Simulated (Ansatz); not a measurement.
# Sc under a change: Sc → Mn

Take Sc in the hcp (Mg type) structure (space group P6_3/mmc, No. 194; a = 3.277 Å, c = 5.086 Å) as the base.

Now apply this change: full substitution Sc → Mn; the structure is relaxed again.

Level of theory: PBEsol (Ansatz, a first-principles code), no spin-orbit coupling. Settings: 22×22×12 k-points, 0.05 eV Fermi–Dirac smearing, for the changed cell.

| quantity | base | changed | shift |
|---|---|---|---|
| volume per atom | 23.65 Å³ | 10.32 Å³ | -13.33 Å³ |
| density | 3.16 g/cm³ | 8.84 g/cm³ | +5.68 g/cm³ |
| lattice parameter a | 3.277 Å | 2.452 Å | -0.825 Å |
| c/a ratio | 1.552 | 1.617 | +0.065 |
| space group | P6_3/mmc (No. 194) | P6_3/mmc (No. 194) | – |
| band gap | zero | zero | – |

Final structure:

```yaml
crystal:
  lattice:
    - [2.45187, 0.00000, 0.00000]
    - [-1.22593, 2.12338, 0.00000]
    - [0.00000, 0.00000, 3.96456]
  atoms:
    - { symbol: Mn, position: [0.33333, 0.66667, 0.75000] }
    - { symbol: Mn, position: [0.66667, 0.33333, 0.25000] }
```

Cost of the whole job for the changed cell (relaxation, final SCF and bands): very roughly 6 core-minutes.

Stability against distortions was not tested. For Mn in this form, whether it has been made was not checked. Starting moments died away, wholly or in part, for Sc → Mn; another magnetic solution may exist. The final runs are not spin-polarised. This is not the structure that Mn has at room temperature and ambient pressure.
